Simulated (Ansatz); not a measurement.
## Pt3Ti: energy against volume

Pt3Ti (L1_2, Pm-3m, 14.822 Å³/atom and stress up to 0.01 GPa in the relaxed cell, cube axes along x, y and z) under hydrostatic pressure, with the cell free. PBEsol in Ansatz, a plane-wave DFT program (PAW, default set), 420 eV, 12×12×12 Γ-centred mesh, Fermi-Dirac smearing 0.05 eV; ions are relaxed, or left where forces stay under 0.02 eV/Å, within the symmetry of each cell.

Here V stands for volume and E for E less E0.

| volume (Å³/atom) | E less E0 (meV/atom) | pressure (GPa) |
|---|---|---|
| 14.9372 | 0.74 | -2.01 |
| 14.8795 | 0.19 | -1.01 |
| 14.8224 | 0.00 | 0.00 |
| 14.7733 | 0.13 | 0.89 |
| 14.7090 | 0.72 | 2.08 |
| 14.5835 | 3.29 | 4.50 |
| 14.3658 | 12.41 | 9.00 |
| 14.1018 | 32.10 | 15.02 |
| 13.5453 | ? | ? |

**Question.** Fit E against V with the third-order Birch-Murnaghan form, a cubic in V^(-2/3), and predict the withheld value at V = 13.5453.

**Answer.** With u = V^(-2/3) - 0.1671, the rows have u = -0.0022254, -0.0017994, -0.0013751, -0.0010082, -0.0005245, 0.0004298, 0.0021181, 0.0042235. Least squares gives E = 1.901 + 2784.0·u + 1022568·u² + 2652538·u³. Residuals (row less fit): 0.000, 0.003, 0.001, -0.001, -0.002, 0.003, -0.001, 0.000; standard error 0.003 (degrees of freedom: 4). Its minimum lies at u = -0.0013686, so V0 = (0.1657314)^(-3/2) = 14.82. There d²E/du² = 2023000 and d³E/du³ = 1.592e7, so B0 = (4/9) × 14.82^(-7/3) × 2023000 × 0.160218 = 267 GPa (the last factor turns the table's units into GPa), and B0' = 4 + (2/3) × 0.1657314 × (1.592e7)/2023000 = 4.9. B0' rests on the cubic coefficient alone and has a standard error of 0.1 from these residuals. At the withheld row, u = 0.0088844, so E = 1.901 + 2784.0 × 0.0088844 + 1022568 × 0.0088844² + 2652538 × 0.0088844³ = 109.209 meV/atom. The calculation gives 109.32 meV/atom, 0.111 meV/atom above the prediction (0.1 % of the range of E in the table). The row lies outside the fitted rows, so this is an extrapolation. The scatter of the fitted rows lies at the last printed digit.

In a metal these values are sensitive to mesh and smearing; energies are taken to zero smearing, stresses follow the free energy. The runs aren't spin-polarised. Spin-orbit coupling is left out, which can shift these values for the heavy elements here. Other structures, which can take over under pressure, weren't tried. The same form fitted to the pressure column gives B0' = 5.0; series where the two differ by over 0.4 aren't shown. Rows are the converged runs of the series near zero and its far end, less any whose ions stayed unrelaxed beside relaxed ones; series whose fitted rows scatter by over a few per cent of the range, as at a crossing or softening among them, aren't shown in this form.
